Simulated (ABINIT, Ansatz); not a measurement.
An ABINIT input for a self-consistent single point of Y (P6_3/mmc, 2 atoms in the cell) (DFT, PBE, plane waves, norm-conserving pseudopotentials (PseudoDojo nc-sr-05 PBE standard)):

```
# Y, PseudoDojo nc-sr-05 PBE standard
pp_dirpath "./"
pseudos "Y.upf"
acell 6.9020445844 6.9020445844 11.1399997554
rprim
         1.0000000000   -0.0000000496    0.0000000000
        -0.4999999571    0.8660254286    0.0000000000
         0.0000000000    0.0000000000    1.0000000000
natom 2
ntypat 1
znucl 39
typat 1 1
xcart
         0.0000001045    2.1087168383    1.4737585000
         1.8262024036    1.0543583286    4.4212755000
      Angstrom
ecut 36 Ha
nsppol 2
spinat
      0 0 1
      0 0 1
occopt 3
tsmear 0.00367493
nband 17
kptopt 1
ngkpt 11 11 6
nshiftk 1
shiftk 0 0 0
nstep 60
tolvrs 1.0e-10
prtwf 0
prtden 0
```

**Question.** Write the same calculation as an input for Ansatz (a program for electronic structure).

**Answer.** This is the input that was run; spellings and numerical settings could be chosen otherwise.

Ansatz 0.2 input:
```yaml
# Y
crystal:
  lattice:
    - [3.652405, 0.000000, 0.000000]
    - [-1.826202, 3.163075, 0.000000]
    - [0.000000, 0.000000, 5.895034]
  atoms:
    - { symbol: Y, position: [0.333333, 0.666667, 0.250000], spin: 1.0 }
    - { symbol: Y, position: [0.666667, 0.333333, 0.750000], spin: 1.0 }
kpoints:
  mp_grid:
    grid: [11, 11, 6]
hamiltonian:
  xc: pbe
  pseudopotentials:
    kind: paw
magnetization:
  spin_polarized: true
scf:
  occupations:
    method: fermi_dirac
    width: 0.1
output:
  forces: true
  eigenvalues: true
  stress: true
```

Basis, cutoffs, solver keys and any potentials are the target program's own. This input uses DFT, PBE, plane waves, default PAW files. Both were run: pressure -1.26 GPa in ABINIT and -1.26 in Ansatz; size of the net moment 0.00 μB/atom in ABINIT and 0.00 in Ansatz. Ansatz's pressure is the one without its finite-basis correction.

On ABINIT: the starting cell comes from a database of computed structures (which also holds hypothetical and non-ambient phases and stackings), without a prior relaxation at this level. Its lattice was rescaled by a random factor within 2.5 % of one. The starting moments vanished: the run ended non-magnetic.

On Ansatz: the starting cell comes from a database of computed structures (which also holds hypothetical and non-ambient phases and stackings), without a prior relaxation at this level. Its lattice was rescaled by a random factor within 2.5 % of one. The starting moments vanished: the run ended non-magnetic. The program warned that a starting moment was not kept.
